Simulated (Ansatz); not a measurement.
Several settings converged on IrRh₃ (I4mm, 4 atoms in the cell)

```xyz
4
Lattice="-1.9125 1.9125 3.8309 1.9125 -1.9125 3.8309 1.9125 1.9125 -3.8309" Properties=species:S:1:pos:R:3 pbc="T T T"
Ir     0.0000     0.0000     0.0500
Rh     0.0000     1.9125     1.9155
Rh     1.9125     0.0000     1.9155
Rh     0.0000     0.0000     3.8309
```

Base method: LDA (PW92), default PAW files made with PBE (plane waves; Ansatz, a quantum-chemistry and plane-wave program).

Base settings: basis.ecutwfc = 420 eV; kpoints.mp_grid.grid = 8 8 8; hamiltonian.xc = lda; hamiltonian.pseudopotentials = {kind: paw} (the program's default PAW files); scf.occupations.method = fermi_dirac; scf.occupations.width = 0.1 eV.

The count of work is k-points × plane waves × bands × iterations; it is no time. Core times come from one kind of shared machine, to one figure; runs under 30 s give none.

**The cutoff for other potential files**

Level: DFT, LDA (PW92), plane waves, harder PAW files (source: ansatz) made with PBE.

In this ladder: hamiltonian.pseudopotentials = {kind: paw, source: ansatz}.

The second cell is the first with its lattice scaled by 0.98.

The mesh stays at the base's, so the ladder's end is converged at best in this setting alone.

The first pressure column holds Ansatz's estimate of the finite-basis (Pulay) stress, which hides part of the cutoff error; the other is without it.

Only quantities that move along the ladder and can be compared are tabulated.

| basis.ecutwfc | free energy less the last step's (meV/atom) | energy of the compressed cell less the first (meV/atom) | pressure (GPa) | pressure without the Pulay estimate (GPa) | largest difference of a force vector from the last step's (eV/Å) | count of work / last | core time / last (rough) |
|---|---|---|---|---|---|---|---|
| 280 eV | 18753.51 | -112.33 | -30.24 | -1188.34 | 0.524 | 0.11 | – |
| 340 eV | 2902.87 | -43.90 | -13.07 | -255.74 | 0.221 | 0.14 | – |
| 435 eV | 114.51 | -24.48 | -13.80 | -27.38 | 0.013 | 0.23 | – |
| 525 eV | 4.07 | -24.71 | -13.71 | -14.24 | 0.000 | 0.34 | – |
| 620 eV | 1.33 | -24.71 | -13.71 | -13.73 | 0.000 | 0.40 | 0.5 |
| 745 eV | 0.75 | -24.74 | -13.72 | -13.74 | 0.000 | 0.47 | 0.5 |
| 930 eV | 0.25 | -24.77 | -13.72 | -13.73 | 0.000 | 0.65 | 0.5 |
| 1240 eV | 0.00 | -24.78 | -13.72 | -13.73 | 0.000 | 1.0 | 1 |

Coarsest basis.ecutwfc that holds the pressure without the Pulay estimate within 1 GPa of the last step, with all finer ones: 525 eV, at 0.34 of the last step's count of work; the step before is off by 14 GPa.

Coarsest basis.ecutwfc that holds the forces within 0.02 eV/Å of the last step, with all finer ones: 435 eV, at 0.23 of the last step's count of work; the step before is off by 0.22 eV/Å.

Coarsest basis.ecutwfc that holds the energy of the compressed cell less the first within 1 meV/atom of the last step, with all finer ones: 435 eV, at 0.23 of the last step's count of work; the step before is off by 19 meV/atom.

The energy difference between the two cells stays within 1 meV/atom of the last step's from 435 eV on, the total only from 745 eV on: much of the error is common to both cells and cancels.

At the lowest cutoff the pressure without the Pulay estimate lies 1170 GPa under the last step's, the usual sign of Pulay stress in an incomplete plane-wave basis.

**The relaxed cell against the cutoff**

On IrRh3 (I4/mmm, 4 atoms in the cell): atoms on their sites.

In this ladder: relax = cell and atoms.

The mesh stays at the base's, so the ladder's end is converged at best in this setting alone.

Only quantities that move along the ladder and can be compared are tabulated.

| basis.ecutwfc | relaxed volume (Å³/atom) | relaxation steps | core time / last (rough) |
|---|---|---|---|
| 210 eV | 12.519 | 96 | 3 |
| 250 eV | 13.838 | 18 | 0.7 |
| 295 eV | 13.434 | 13 | 0.6 |
| 355 eV | 13.375 | 7 | 0.4 |
| 420 eV | 13.378 | 5 | – |
| 505 eV | 13.378 | 5 | 0.5 |
| 630 eV | 13.377 | 5 | 0.6 |
| 840 eV | 13.377 | 5 | 1 |

Coarsest basis.ecutwfc that holds the relaxed volume within 0.027 Å³/atom of the last step, with all finer ones: 355 eV, at about 0.4 of the last step's time; the step before is off by 0.056 Å³/atom.

At the lowest cutoff the cell relaxes to a volume 6.4 % smaller than at the highest. Ansatz relaxes on a stress corrected for the finite basis.

On the base run: the starting cell comes from a database of computed structures (which also holds hypothetical and non-ambient phases and stackings), without a prior relaxation at this level. Its lattice was rescaled by up to half a per cent. One atom was moved a little off its site on purpose. Spin polarisation is off.

Keys are those of Ansatz 0.2.
